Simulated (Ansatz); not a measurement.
Input and output of a self-consistent single point for LaPd (Cm, 4 atoms in the cell) (Ansatz, an electronic-structure program).

Method: LDA (PW92), default PAW files made with PBE (plane waves; Ansatz).

The change in words: lattice scaled by 0.98. Reference geometry:
```
CELL_PARAMETERS angstrom
      1.98699    -5.50052     0.00000
      1.98699     5.50052     0.00000
      0.00000     0.00000     4.64436
ATOMIC_POSITIONS crystal
  La 0.86482 0.13518 0.76077
  La 0.13518 0.86482 0.25000
  Pd 0.58721 0.41279 0.75000
  Pd 0.41279 0.58721 0.25000
```

Reference input (self-consistent single point, DFT, LDA (PW92), plane waves, default PAW files made with PBE): basis.ecutwfc = 30.9 Ry; kpoints.mp_grid.grid = 7 7 5; hamiltonian.xc = lda; hamiltonian.pseudopotentials = {kind: paw} (the program's default PAW files); scf.occupations.method = gaussian; scf.occupations.width = 0.0073 Ry. This run's input differs from it in these lines:

```diff
@@ -3,5 +3,5 @@
   lattice:
-    - [1.98698600, -5.50051900, 0.00000000]
-    - [1.98698600, 5.50051900, 0.00000000]
-    - [0.00000000, 0.00000000, 4.64436500]
+    - [1.94724600, -5.39050900, 0.00000000]
+    - [1.94724600, 5.39050900, 0.00000000]
+    - [0.00000000, 0.00000000, 4.55147800]
   atoms:
```

The program printed (abridged):

```
SCF iter   1: F=—  HF=-25844.577058 eV  |F-HF|=—  |Δ(HF+E_count)|=         —  Δρ=8.03e-3  dr2=6.07e-2  ethr=1.77e-3  ⟨swp⟩=7.3  Hψ=11383  notcnv=0
all-band conjugate gradients solve this SCF's bands
preconditioner: auto → Kerker (q_TF=auto, 2.510 Å⁻¹)
SCF iter   2: F=—  HF=-25844.568305 eV  |F-HF|=—  |Δ(HF+E_count)|=   8.75e-3  Δρ=3.39e-3  dr2=1.45e-2  ethr=1.05e-4  ⟨swp⟩=3.0  Hψ=5759  notcnv=0  defer=78
   [... lines left out ...]
SCF iter   5: F=—  HF=-25844.565512 eV  |F-HF|=—  |Δ(HF+E_count)|=   3.09e-5  Δρ=1.20e-4  dr2=1.98e-5  ethr=3.68e-7  ⟨swp⟩=2.0  Hψ=4403  notcnv=0  defer=78
SCF iter   6: F=—  HF=-25844.565516 eV  |F-HF|=—  |Δ(HF+E_count)|=   3.72e-6  Δρ=2.16e-5  dr2=5.55e-7  ethr=3.42e-8  ⟨swp⟩=2.1  Hψ=3465  notcnv=0  defer=78
SCF iter   7: F=—  HF=-25844.565516 eV  |F-HF|=—  |Δ(HF+E_count)|=   9.90e-9  Δρ=1.23e-5  dr2=1.73e-7  ethr=1.72e-10  ⟨swp⟩=14.6  Hψ=14381  notcnv=0
SCF iter   8: F=-25844.565516 eV  HF=-25844.565516 eV  |F-HF|=8.62e-8  |Δ(HF+E_count)|=   1.22e-8  Δρ=8.84e-6  dr2=9.51e-8  ethr=1.72e-10  ⟨swp⟩=4.9  Hψ=9784  notcnv=0
SCF 1 converged in 8 iterations: F = -25844.565516 eV  dr2 = 9.51e-8
Free energy (F): -25844.565516 eV
Internal energy: -25844.552583 eV  (E = F + TS)
E sigma→0 (E₀):  -25844.559050 eV
Entropy (-TS):   -0.012933 eV (-3.233 meV/atom)
Fermi energy:    14.859731 eV
--- Forces (eV/Å), atoms counted from 1 ---
  atom   1  La     0.00000000     0.03123864    -0.20054624
  atom   2  La     0.00000000    -0.02919118     0.08424869
  atom   3  Pd     0.00000000    -0.03209517     0.01822677
  atom   4  Pd     0.00000000     0.02997745     0.09808260
--- Stress (GPa, compression-positive) ---
       -0.494464       0.000000       0.000000
        0.000000      -0.336770       0.026310
        0.000000       0.026310      -0.406832
  P = ⅓ Tr σ = -0.4127 GPa (-4.127 kbar)
  The stress holds the Pulay correction. Without it, at fixed plane waves, as pw.x and ABINIT print it: P = -0.4271 GPa
```

The run converged in 8 iterations. Against the reference run the free energy goes down by 25.6 meV/atom, the pressure goes from -4.83 to -0.41 GPa and the largest force goes from 0.189 to 0.203 eV/Å.

The starting cell comes from a database of computed structures (which also holds hypothetical and non-ambient phases and stackings), without a prior relaxation at this level. Its lattice was rescaled by up to half a per cent. One atom was moved a little off its site on purpose. For this run, on top of that: lattice scaled by 0.98. Spin polarisation is off. Ansatz's pressure includes its estimate of the finite-basis (Pulay) stress.

Cost on one core of a shared machine: roughly 30 s.

Keys are those of Ansatz 0.2.
